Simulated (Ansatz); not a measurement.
The parent structure is PtTe₂ (space group P-3m1, No. 164; a = 4.009 Å, c = 4.960 Å; layered; relaxed with 0.1 eV smearing). Axes: x lies along a and z along c of the hexagonal cell.

Method: PBEsol-D3(BJ) in Ansatz (plane waves to 420 eV, PAW, spin-orbit coupling left out).

Base values:

| Item | Value |
|---|---|
| Shortest interatomic distance | 2.675 Å |
| Band gap | zero |
| Pressure | 0.0 GPa |

Now apply this change: the cell is compressed by 1.50 % along x with no lateral relaxation; the atoms relax in the strained cell.

Task: What happens to the shortest interatomic distance?

Result: The shortest interatomic distance falls by 0.013 Å to 2.662 Å.

Task: What does the calculation give for the band gap after the change?

Result: The band gap stays zero.

Task: What does the calculation give for the energy relative to the base after the change?

Result: The energy grows by 3.1 meV/atom.

Task: What happens to the pressure?

Result: The pressure (mean of the normal stresses, compression positive) goes from zero to 1.6 GPa.

Stability against distortions was not tested. The final runs are not spin-polarised.

Ansatz is a quantum-chemistry and plane-wave program.
